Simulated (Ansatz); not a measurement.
## CrO2 under a change: pressure −1 GPa

Take CrO2 in the rutile structure (space group P4_2/mnm, No. 136; a = 4.392 Å, c = 2.888 Å; ferromagnetic) as the base.

Modification: hydrostatic tension (pressure −1 GPa).

Computed with plane-wave PAW DFT at the PBEsol level (Ansatz, a quantum-chemistry and plane-wave program, 420 eV), no spin-orbit coupling. Settings: 11×11×16 k-points, 0.05 eV Fermi–Dirac smearing.

| quantity | base | changed | shift |
|---|---|---|---|
| volume per atom | 9.29 Å³ | 9.32 Å³ | +0.036 Å³ |
| density | 5.01 g/cm³ | 4.99 g/cm³ | -0.02 g/cm³ |
| lattice parameter a | 4.392 Å | 4.399 Å | +0.007 Å |
| c/a ratio | 0.657 | 0.657 | 0.000 |
| shortest interatomic distance | 1.884 Å | 1.887 Å | +0.003 Å |
| enthalpy H = E + PV relative to the base's energy | – | -0.06 eV/atom | – |
| band gap | zero | zero | – |
| magnetic state | ferromagnetic | ferromagnetic | – |
| largest site moment | 1.70 μB | 1.70 μB | 0.00 μB |

Load acts through the strain it causes; cell and atoms are relaxed under it. No phonon test of stability was made. No Hubbard U is applied and the magnetic state is the run's own (CrO2 ferromagnetic); small cells can't hold the antiferromagnetic order that many such compounds have, so gaps and moments can be off.
